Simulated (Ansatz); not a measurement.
The starting structures come from a database of crystals and need not be the phases stable at ambient conditions.

By PBEsol, the system below comes out a metal.

Without scattering a metal conducts by its projected Fermi surface.

Data:

```
CELL_PARAMETERS angstrom
      2.69123     0.00000     0.00000
      0.00000     2.69123     0.00000
      1.34561    -1.34561     1.84590
ATOMIC_POSITIONS crystal
  Rh 0.00000 0.00000 0.00000
```

The cell is strained (lengths along the current scaled by 0.97, ions clamped); by PBEsol it stands under a pressure of 3.2 GPa.

The current flows along the normal of the first two printed cell vectors, the (001) (indices of the unstrained crystal) plane of the conventional cell. No spin-orbit coupling; the value is a mean over 0.1 eV about the Fermi level.

Q: State the ballistic conductance per area according to Ansatz (a quantum-chemistry and plane-wave program) with PBEsol.

A: 2.4 × 10¹⁵ S/m² for both spins.
